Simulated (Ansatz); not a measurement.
Consider Mg in the hcp (Mg type) structure (space group P6_3/mmc, No. 194; relaxed with 0.1 eV smearing).

```
Mg
1.0
    3.17512     0.00000     0.00000
   -1.58756     2.74974     0.00000
    0.00000     0.00000     5.16281
Mg
2
Direct
  0.66667   0.33333   0.25000
  0.33333   0.66667   0.75000
```

Cartesian axes are those of the cell as printed.

All numbers come from PBEsol (Ansatz, a quantum-chemistry and plane-wave program), no spin-orbit coupling.

Strains are applied to the cell and any free atomic positions relax.

One change was made to it. Results:

```json
[
 {"quantity": "energy relative to the base (free energy F)", "base": "0 meV/atom", "after": "+1.1 meV/atom"},
 {"quantity": "band gap", "base": "zero", "after": "zero"}
]
```

Problem. What was done to the base?
(A) uniaxial strain ε_zz = −1.50 %
(B) uniaxial strain ε_zz = −3.00 %
(C) uniaxial strain ε_zz = +2.50 %

Solution. A, uniaxial strain ε_zz = −1.50 %. For comparison, the energy relative to the base in the other runs: uniaxial strain ε_zz = +2.50 % gives +2.9 meV/atom; uniaxial strain ε_zz = −3.00 % gives +4.7 meV/atom.

Stability against distortions was not tested.
